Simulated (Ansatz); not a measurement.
Data:

```yaml
crystal:
  lattice:
    - [-1.96894, 1.96894, 4.12034]
    - [1.96894, -1.96894, 4.12034]
    - [1.96894, 1.96894, -4.12034]
  atoms:
    - { symbol: Li, position: [0.00000, 0.00000, 0.00000] }
    - { symbol: Au, position: [0.75000, 0.25000, 0.50000] }
    - { symbol: Au, position: [0.25000, 0.75000, 0.50000] }
    - { symbol: Au, position: [0.50000, 0.50000, 0.00000] }
```

These are PBEsol, DFPT electron-phonon coupling, linearised Boltzmann equation (plane waves, PAW, scalar-relativistic; Ansatz, a program for electronic structure) values and carry that method's errors. Geometry: relaxed with this functional, without spin-orbit coupling.

Task: Estimate the phonon-limited resistivity at 300 K, by direction if it differs.

Result: 5.8 (x), 5.8 (y), 4.0 (z) μΩ·cm.

Task: And the electrons' mean free path at that temperature?

Result: 27 (x), 27 (y), 24 (z) nm, weighted by the current that each state carries. Wires not much wider than this gain resistivity from their walls.

A metal at this level (no band gap). Only scattering by harmonic phonons is included (no impurities, grain boundaries, electron-electron scattering or thermal expansion). Spin-orbit coupling is left out, which matters with elements this heavy. Halving the electron mesh (20x20x20) moves the resistivity by up to 11 % at 300 K, the mean free path by up to 5 %. Smearing 0.20 eV; phonons on a 5x5x5 q mesh, which this run doesn't test.

Computed structure with no diffraction record at hand here (it may be known, metastable or hypothetical): LiAu3 (I4/mmm).
